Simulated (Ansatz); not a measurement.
Input and output of a relaxation of the atoms for HfGa3 (I4mm, 4 atoms in the cell) (Ansatz, a quantum-chemistry and plane-wave program).

Computed with LDA (PW92), default PAW files made with PBE (plane waves; Ansatz).

The change in words: one atom moved by 0.15 angstrom; relax: default → atoms; relax.f_tol: default → 0.001 eV/Å. Reference geometry:
```yaml
crystal:
  lattice:
    - [-1.92277, 1.92277, 4.48780]
    - [1.92277, -1.92277, 4.48780]
    - [1.92277, 1.92277, -4.48780]
  atoms:
    - { symbol: Hf, position: [0.00000, 0.00000, 0.00000] }
    - { symbol: Ga, position: [0.50000, 0.50000, 0.00000] }
    - { symbol: Ga, position: [0.75000, 0.25000, 0.50000] }
    - { symbol: Ga, position: [0.25000, 0.75000, 0.50000] }
```

Reference input (self-consistent single point, DFT, LDA (PW92), plane waves, default PAW files made with PBE): basis.ecutwfc = 420 eV; kpoints.mp_grid.grid = 10 10 10; hamiltonian.xc = lda; hamiltonian.pseudopotentials = {kind: paw} (the program's default PAW files); scf.occupations.method = gaussian; scf.occupations.width = 0.1 eV. This run's input differs from it in these lines:

```diff
@@ -7,3 +7,3 @@
   atoms:
-    - { symbol: Hf, position_ang: [0.000000, 0.000000, 0.000000] }
+    - { symbol: Hf, position_ang: [0.000000, -0.000000, 0.150000] }
     - { symbol: Ga, position_ang: [0.000000, 0.000000, 4.487801] }
@@ -20,2 +20,4 @@
   occupations: { method: gaussian, width: 0.1 }
+relax:
+  f_tol: 0.001
 output:
```

Output (repeated stretches shortened):

```
   [... SCF lines of the steps left out ...]
relax step   1: F+E_penalty+E_count = -26599.50885742 eV  Δ(F+E_penalty+E_count) = +0.000e0 eV  max|allowed force component| = 9.641e-1 eV/Å  Δτ_max = 0.0000 Å  (7 SCF iters, dr2 threshold 1.00e-7 eV, accepted)
relax step   2: F+E_penalty+E_count = -26599.47642553 eV  Δ(F+E_penalty+E_count) = +3.243e-2 eV  max|allowed force component| = 1.102e0 eV/Å  Δτ_max = 0.1760 Å  (6 SCF iters, dr2 threshold 5.81e-5 eV, rejected (line search))
relax step   3: F+E_penalty+E_count = -26599.57909478 eV  Δ(F+E_penalty+E_count) = -7.024e-2 eV  max|allowed force component| = 4.434e-2 eV/Å  Δτ_max = 0.0820 Å  (8 SCF iters, dr2 threshold 1.00e-7 eV, accepted)
relax step   4: F+E_penalty+E_count = -26599.58064832 eV  Δ(F+E_penalty+E_count) = -1.554e-3 eV  max|allowed force component| = 4.113e-3 eV/Å  Δτ_max = 0.0452 Å  (7 SCF iters, dr2 threshold 1.23e-7 eV, accepted)
relax step   5: F+E_penalty+E_count = -26599.58066272 eV  Δ(F+E_penalty+E_count) = -1.439e-5 eV  max|allowed force component| = 5.400e-4 eV/Å  Δτ_max = 0.0043 Å  (7 SCF iters, accepted)
the relaxation is at rest under the 8 symmetry operations that the run kept from its start: a minimum is not shown …
Free energy (F): -26599.580663 eV
Internal energy: -26599.575910 eV  (E = F + TS)
E sigma→0 (E₀):  -26599.578286 eV
Entropy (-TS):   -0.004753 eV (-1.188 meV/atom)
Fermi energy:    14.902076 eV
--- Forces (eV/Å), atoms counted from 1 ---
  atom   1  Hf    -0.00000000    -0.00000000    -0.00028914
  atom   2  Ga     0.00000000     0.00000000     0.00053738
  atom   3  Ga     0.00000000    -0.00000000    -0.00012931
  atom   4  Ga    -0.00000000     0.00000000    -0.00012931
--- Stress (GPa, compression-positive) ---
       -4.206271       0.000000      -0.000000
   [... lines left out ...]
  atoms:
    - { symbol: Hf, position: [0.004219341712719881, 0.004219341712719881, 1.752876920044822e-33] }
    - { symbol: Ga, position: [0.5041095129063358, 0.5041095129063358, 7.5123296573349515e-34] }
    - { symbol: Ga, position: [0.7541916138785728, 0.2541916138785729, 0.4999999999999999] }
    - { symbol: Ga, position: [0.2541916138785729, 0.7541916138785728, 0.4999999999999999] }
```

The run converged. 

Summary of the result:
```
Item                                                     Result
-----------------------------------------------  --------------
Free energy E − TS (on the zero of these files)  -26599.5807 eV
Fermi level (on the code's own zero)                   14.90 eV
Pressure                                              -4.02 GPa
Relaxation steps                                              5
```

The starting cell comes from a database of computed structures (which also holds hypothetical and non-ambient phases and stackings), without a prior relaxation at this level. Its lattice was rescaled by up to half a per cent. For this run, on top of that: one atom moved by 0.15 angstrom. The relaxation keeps the symmetry of its start, so its end need not be a minimum. Ansatz's pressure includes its estimate of the finite-basis (Pulay) stress.

Cost on one core of a shared machine: roughly 2 min.

Keys are those of Ansatz 0.2.
